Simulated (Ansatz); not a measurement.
This concerns the energy of the reaction as written. Reaction: 53 Ge (diamond) + 11 Ga (Cmce) → cell A. A negative value means that the right-hand side lies lower.

Cell A: a cell of 64 sites of Ge (diamond, Fd-3m) with composition Ga11Ge53, many atoms off or exchanged on the sites; spin state with PBE: run without spin, k-point mesh 3×3×3.
```xyz
64
Lattice="11.5226 0.0000 0.0000 0.0000 11.5226 0.0000 0.0000 0.0000 11.5226" Properties=species:S:1:pos:R:3 pbc="T T T"
Ge     0.0007     0.0153     2.8809
Ga     1.4447     4.3288     1.4247
Ge     0.0003     2.8803     0.0004
Ge     1.4446     1.4361     4.3427
Ge     2.8895    -0.0089     0.0456
Ge     4.3268     4.3149     4.2969
Ge     2.8653     2.8800     2.8809
Ge     4.3260     1.4501     1.4603
Ge     0.0092     0.0110     8.6441
Ga     1.4426     4.3218     7.1926
Ge     0.0059     2.8747     5.7584
Ge     1.4493     1.4314    10.1176
Ge     2.8799     0.0008     5.8081
Ge     4.3324     4.3172    10.0556
Ge     2.8696     2.8715     8.6441
Ge     4.3423     1.4477     7.2263
Ge    -0.0009     5.7500     2.8867
Ge     1.4305    10.0773     1.4603
Ga     0.0009     8.6474     0.0022
Ge     1.4306     7.2077     4.3104
Ge     2.8760     5.7595    -0.0433
Ge     4.3213    10.0820     4.3492
Ge     2.8929     8.6387     2.8775
Ge     4.3246     7.1941     1.4068
Ge    -0.0065     5.7463     8.6449
Ge     1.4329    10.0609     7.2263
Ga    -0.0087     8.6395     5.7639
Ge     1.4282     7.2059    10.0579
Ge     2.8687     5.7462     5.7196
Ga     4.3172    10.0861    10.0954
Ge     2.8949     8.6337     8.6435
Ge     4.3025     7.1930     7.1658
Ge     5.7645    -0.0123     2.8775
Ge     7.1949     4.3149     1.4620
Ga     5.7558     2.8798     0.0022
Ge     7.1956     1.4501     4.3104
Ge     8.6438     0.0046    -0.0433
Ge    10.0776     4.3257     4.3576
Ge     8.6532     2.8815     2.8867
Ga    10.0744     1.4360     1.4247
Ge     5.7695    -0.0143     8.6435
Ge     7.1990     4.3214     7.2264
Ga     5.7637     2.8893     5.7639
Ge     7.1974     1.4525    10.0579
Ge     8.6570     0.0120     5.7196
Ge    10.0725     4.3308    10.1177
Ge     8.6569     2.8871     8.6449
Ga    10.0814     1.4381     7.1926
Ge     5.7617     5.7729     2.8775
Ge     7.2092    10.0786     1.4068
Ge     5.7634     8.6398    -0.0070
Ga     7.2098     7.1934     4.3321
Ge     8.6315     5.7718     0.0452
Ge    10.0884    10.0764     4.2969
Ge     8.6303     8.6416     2.8775
Ge    10.0883     7.2083     1.4620
Ge     5.7531     5.7839     8.6286
Ge     7.2102    10.1008     7.1658
Ge     5.7677     8.6356     5.7586
Ga     7.2070     7.1962    10.0899
Ge     8.6334     5.7698     5.7972
Ge    10.0861    10.0708    10.0556
Ge     8.6194     8.6502     8.6286
Ge    10.0819     7.2043     7.2264
```

Reference: Ge (diamond, Fd-3m), 64 atoms in the cell, a perfect crystal on lattice vectors that match the other cells', k-point mesh 3×3×3 on the run's own vectors.

Reference: Ga (Cmce), 4 atoms in the cell, k-point mesh 16×16×14 on the run's own vectors. Conventional cell: a = 4.5914 Å, b = 7.7352 Å, c = 4.5770 Å, α = 90.00°, β = 90.00°, γ = 90.00°.

Computed with Ansatz (plane waves, PAW), its default PAW set, cutoff 420 eV, 500 eV for r2SCAN. The structures are at rest with PBE, within the held lattices; other levels are single points on them. Neutral cells; Fermi-Dirac smearing of at most 0.10 eV in the solids, energies taken to zero width. The lattices are those relaxed with PBE, so at other levels the solids can be strained, which adds to the spread. Larger cells are relaxed from a start prepared with the learned potential CHGNet, on a coarser mesh till forces fall under 0.03 eV/Å, which some starts already meet. A dispersion term (D3(BJ), or D4 for r2SCAN) was computed beside these levels and is taken off wherever the name lacks it. Static lattices, no vibrational contributions. Cells are local rest points, mostly with their start's symmetry. Values are for these cell sizes. Cell A has symmetry Cm and got no random move, so less symmetric positions, which may lie lower, weren't tried.

### Question
Predict the value from r2SCAN.

### Answer
3.02 eV, for 53 Ge (diamond) + 11 Ga (Cmce) → cell A.

### Question
How does the value move with the functional?

### Answer
```csv
Method,value (eV),less r2SCAN
PBE,2.89,-0.13
```

The levels span 0.13 eV, from PBE (2.89) to r2SCAN (3.02).

Ansatz is a program for electronic structure.
